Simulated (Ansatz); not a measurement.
Cost and result by functional for the adsorption energy of Cl on the 1x1 (111) surface of fcc Pt, one in a 2x2 cell, started at the site 'hollow Pt-Pt-Pt over Pt at depth 4.6 Å', in Ansatz (plane waves, PAW). Single points on the PBE structure, on one kind of machine; costs are rough ratios of the slab run's core time (references not counted) to the cheapest single point. r2SCAN's cost holds its higher cutoff (500 against 420 eV). Differences are taken against r2SCAN for comparison alone: no measured value is at hand, so the table doesn't rank accuracy.

Model: 17-atom slab, 6.9 Å thick at the start under the adsorbate (thin: gaps and levels are the slab's own), 6x6x1 mesh, Fermi-Dirac 0.1 eV, dipole correction, 8 atoms held, the rest relaxed; held to the start's symmetry, so lower structures may exist; no spin, no spin-orbit, no U, no dispersion correction. At the end it is bonded to 3 Pt. In PBE it is, or lies within 0.03 eV of, the lowest of the starts that converged. These notes are the PBE run's. Adsorption energies are against ½ Cl2(g). A negative adsorption energy means that the adsorbate is more stable on the surface than in its reference.

| functional | relative cost | adsorption energy (eV) | less r2SCAN (eV) |
|---|---|---|---|
| RPBE | 1 | -0.79 | 0.60 |
| r2SCAN | 3 | -1.39 | 0.00 |
| PBE (the relaxed run's value) | – | -1.07 | 0.32 |

The values span 0.60 eV, while the single points' costs differ by a factor of roughly 3. Differences are of unrounded values.

Ansatz is a program for electronic structure.
